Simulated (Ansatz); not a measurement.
The reference is Zn in the hcp (Mg type) structure (space group P6_3/mmc, No. 194; a = 2.636 Å, c = 4.657 Å).

The values are results of PBEsol in Ansatz (plane waves to 420 eV, PAW, no spin-orbit coupling), not measurements.

One change was made to it. Results:

The c/a ratio drops by 0.128 (1.767 → 1.639); the shortest interatomic distance grows by 0.531 Å (2.636 Å → 3.167 Å).

Question: Name the change that was made.
A. Zn → Ni
B. Zn → V
C. Zn → Mg

Answer: C, Zn → Mg. For comparison, the shortest interatomic distance in the other runs: Zn → V gives 2.574 Å; Zn → Ni gives 2.447 Å.

The magnetic state is the one reached from the starting moments; the real material's order can differ, and small cells can't hold many antiferromagnetic ones. Stability against distortions was not tested. For V in this form, whether it has been made was not checked. Starting moments died away, wholly or in part, for Zn → V; another magnetic solution may exist. Spin-polarised in the final run: Ni; the other runs are not. This is not the structure that V has at room temperature and ambient pressure. This is not the structure that Ni has at room temperature and ambient pressure.

Ansatz is a program for electronic structure.
